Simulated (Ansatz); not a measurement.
System: C (model structure, P4₂/ncm, No. 138, 12 atoms in the cell). Method: PBEsol (plane waves, PAW; Ansatz, an electronic-structure program).

Settings: plane-wave cutoff 520 eV, 10×10×6 k mesh (along the axes of the cell as run), Fermi–Dirac smearing 0.01 eV, scalar-relativistic PAW data made under PBE.

The cell is the one relaxed with PBEsol. Conventional cell: a = 3.4107 Å, b = 3.4107 Å, c = 6.0555 Å, α = 90.00°, β = 90.00°, γ = 90.00°.

```
CELL_PARAMETERS angstrom
      3.41068     0.00000     0.00000
      0.00000     3.41068     0.00000
      0.00000     0.00000     6.05550
ATOMIC_POSITIONS crystal
  C  0.83210 0.33210 0.35954
  C  0.16790 0.66790 0.35954
  C  0.16790 0.33210 0.85954
  C  0.83210 0.66790 0.85954
  C  0.66790 0.83210 0.64046
  C  0.33210 0.16790 0.64046
  C  0.33210 0.83210 0.14046
  C  0.66790 0.16790 0.14046
  C  0.00000 0.00000 0.50000
  C  0.50000 0.50000 0.00000
  C  0.50000 0.50000 0.50000
  C  0.00000 0.00000 0.00000
```

**Question.** List the 34 lowest band energies at Γ above −25 eV (eV, relative to the valence band maximum), grouping those that round alike.

**Answer.** At Γ: -20.14, -17.87, -15.92, -11.30 (×2), -11.15, -10.29, -9.29, -8.88 (×2), -7.90, -6.79, -6.20, -5.73, -5.50, -4.91 (×2), -3.39 (×2), -2.77, -2.59, -2.12 (×2), 0.00, 4.89, 5.29 (×2), 5.91, 6.57 (×2), 8.20, 9.35, 10.19 (×2).

Note: the relaxation could raise the start's symmetry but not lower it, so the cell can be a saddle point.

A model structure was made by putting elements into a prototype or built by hand; it is no filed structure, need not be a known phase, and can be a saddle point held by its symmetry.
